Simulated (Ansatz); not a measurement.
**H on the 1x1 (110) surface of bcc Nb, one in a 2x2 cell, started at the site 'hollow Nb-Nb-Nb'**

Computed with PBE (plane waves to 420 eV, PAW; Ansatz, a program for electronic structure).

Slab: 17 atoms, 6.8 Å thick at the start under the adsorbate (thin: gaps and levels are the slab's own); k 5x5x1, smearing 0.1 eV, dipole-corrected; 8 atoms held, the rest relaxed; held to the start's symmetry, so lower structures may exist; no spin, no spin-orbit, no U, no dispersion correction. At the end it is bonded to 3 Nb. In PBE it is, or lies within 0.03 eV of, the lowest of the starts that converged.

The adsorption energy against ½ H2(g) is -0.90 eV, the work function of the top face is 4.40 eV and the change of the work function comes out as -0.075 eV. The change of the step from the bottom to the top vacuum level, against the clean slab is -0.070 eV, the energy released by relaxation is 0.047 eV and the height of the binding atom over the mean of the host atoms within 0.3 Å of the top one is 1.073 Å. The nearest host atoms of the binding atom is Nb at 2.05 Å, Nb at 2.05 Å, Nb at 2.06 Å. The largest move of a host atom comes out as 0.05 Å. The cost is about 3.0 core-minutes (a rough figure).

A negative adsorption energy means that the adsorbate is more stable on the surface than in its reference.
